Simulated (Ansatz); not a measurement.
**Effect of S → Si on WS2**

Start from WS₂ in the 2H-MoS2 type structure (space group P6_3/mmc, No. 194; a = 3.1700 Å, c = 12.4918 Å; layered, stacked along the Cartesian z axis).

Perturbation: every S is replaced by Si, then cell and atoms are relaxed.

All numbers come from r2SCAN+rVV10 (Ansatz, a quantum-chemistry and plane-wave program; PAW; 500 eV plane waves; without spin-orbit coupling). k-mesh 19×19×4 (Γ-centred); smearing 0.05 eV (Fermi–Dirac), for the changed cell.

| quantity | base | changed | shift |
|---|---|---|---|
| volume per atom | 18.12 Å³ | 14.23 Å³ | -3.89 Å³ |
| lattice parameter a | 3.170 Å | 2.874 Å | -0.296 Å |
| c/a ratio | 3.941 | 4.154 | +0.213 |
| space group | P6_3/mmc (No. 194) | P6_3/mmc (No. 194) | – |
| shortest interatomic distance | 2.407 Å | 2.542 Å | +0.135 Å |
| band gap | 1.13 eV | zero | – |

Final structure:

```yaml
crystal:
  lattice:
    - [2.87393, 0.00000, 0.00000]
    - [-1.43697, 2.48890, 0.00000]
    - [0.00000, 0.00000, 11.93697]
  atoms:
    - { symbol: W, position: [0.33333, 0.66667, 0.25000] }
    - { symbol: W, position: [0.66667, 0.33333, 0.75000] }
    - { symbol: Si, position: [0.33333, 0.66667, 0.58064] }
    - { symbol: Si, position: [0.66667, 0.33333, 0.08064] }
    - { symbol: Si, position: [0.66667, 0.33333, 0.41936] }
    - { symbol: Si, position: [0.33333, 0.66667, 0.91936] }
```

Spin-orbit coupling, missing from the scalar runs, can matter with W. Whether these cells are dynamically stable was not tested. As relaxed here, WSi2 is a hypothetical phase, not in the database extracts checked. All final runs are without spin polarisation. WSi2 has a high density of states at the Fermi level and may be magnetic at this level.
